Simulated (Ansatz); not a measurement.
I on the Si site in silicon: one set of geometries, relaxed with PBE, evaluated in Ansatz (PAW, plane waves to 420 eV, 500 eV under r2SCAN) with PBE, r2SCAN.

Set-up: 64-site cell; 2×2×2 shifted k-points; start: the Si site; no spin–orbit coupling; not converged in cell size.

```csv
quantity,PBE,r2SCAN
host gap (eV),0.61,?
ε(+1/0) above the VBM (eV),not bound,not settled
ε(0/−1) above the VBM (eV),not bound,not settled
```

Task: Given the lower rungs, what does r2SCAN give?

Result: 
- host gap (eV), r2SCAN: 0.79

"Not bound" means that the carrier spreads over host band states in this cell; a shallow level, bound over tens of ångströms, can't be resolved here.

Ansatz is an electronic-structure program.
